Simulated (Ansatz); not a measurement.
The starting structures come from a database of crystals and need not be the phases stable at ambient conditions.

By PBEsol, the system below comes out a metal.

Consider the following.

```xyz
2
Lattice="3.5867 0.0000 0.0000 0.0000 5.0723 0.0000 0.0000 2.5361 2.5361" Properties=species:S:1:pos:R:3 pbc="T T T"
Y      1.7933     2.5361     0.0000
Au     0.0000     0.0000     0.0000
```

Space group of this cell: Pm-3m, CsCl type. The cell is taken as given; by PBEsol its mean pressure is -2.7 GPa.

The current flows along the normal of the first two printed cell vectors, the (110) plane of the conventional cell. No spin-orbit coupling; the value is a mean over 0.1 eV about the Fermi level.

### Question
State the ballistic conductance per area according to Ansatz (a program for electronic structure) with PBEsol.

### Answer
0.62 × 10¹⁵ S/m² for both spins.
